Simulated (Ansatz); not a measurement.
beta Ga2O3: the defect Ga vacancy + Si on the Ga site (V_Ga+Si_Ga)

Method: PBE, PAW (plane waves to 420 eV; Ansatz, a quantum-chemistry and plane-wave program). The supercell holds 120 host sites (1×3×2 repeats of a cell of 20 atoms), with a 2×2×2 shifted k-point sampling for the final energies. Sites at the start: the Ga(1) site; Ga(1) 3.08 Å away. Charged cells carry a point-charge image correction with potential alignment at far atoms. Dielectric constants: PBE linear response of the host. Host gap at this level: 2.01 eV. These values are not converged in cell size to better than tenths of an eV. Levels are measured in PBE's own, too narrow, gap. Spin–orbit coupling is left out. Each state is the lowest found from its start.

Formation energies E_f are given with the Fermi level at the valence-band maximum. Chemical conditions: Ga-rich (Δμ(Ga) = 0.00 eV, Δμ(Si) = -2.27 eV, bounded by alpha cristobalite; only phases computed here count, gases as isolated molecules at 0 K); O-rich (Δμ(Ga) = -4.56 eV, Δμ(Si) = -8.35 eV, bounded by alpha cristobalite; only phases computed here count, gases as isolated molecules at 0 K). Reference phases: Ga: alpha gallium, Si: silicon.

The name describes the start; the neighbours show where the atoms ended.

Charges with a result: 0, −1, −2. Others weren't obtained, and one of them could lie lower, also by skipping a charge.

| charge | moment (μB) | point group | largest move off a lattice site (Å) | neighbours of the last Si atom of the defect at the end (Å) | image correction with alignment (eV) | E_f, Ga-rich (eV) | E_f, O-rich (eV) | above the lowest spin state (eV) |
|---|---|---|---|---|---|---|---|---|
| 0 | 2.0 | C1 | 0.26 | O 1.60, O 1.69, O 1.69, O 1.70 | 0.00 | 7.07 | 4.03 | 0.00 |
| 0† | not spin-polarised | – | 0.27 | O 1.61, O 1.69, O 1.69, O 1.70 | 0.00 | 7.44 | 4.40 | 0.37 |
| −1 | 1.0 | C1 | 0.29 | O 1.60, O 1.69, O 1.69, O 1.70 | 0.41 | 7.56 | 4.52 | 0.00 |
| −1 | 1.0 | C1 | 0.29 | O 1.60, O 1.69, O 1.69, O 1.70 | 0.41 | 7.56 | 4.52 | 0.00 |
| −2 | 0.0 | C1 | 0.30 | O 1.60, O 1.69, O 1.69, O 1.70 | 1.05 | 8.70 | 5.66 | 0.00 |
| −2 | not spin-polarised | C1 | 0.30 | O 1.60, O 1.69, O 1.69, O 1.70 | 1.05 | 8.70 | 5.66 | 0.00 |

† A state of higher energy that isn't settled.

Point groups are those of the whole cell at tolerances of 0.03 and 0.1 Å ("near" where only the looser one holds); none is given for unsettled states.

Starting moments that weren't kept: charge −1 began with 3 μB and ended with 1.0; charge −2 began with 2 μB and ended with 0.0.

Transition levels above the valence-band maximum: ε(0/−1) = 0.49 eV; ε(−1/−2) = 1.14 eV. On the lower envelope of the bound states, inside the gap: (0/−1) at 0.49 eV; (−1/−2) at 1.14 eV.

Flagged in the runs: a host whose relaxation on this sampling wasn't shown to rest.

All states together cost around 16 core-hours (rough).
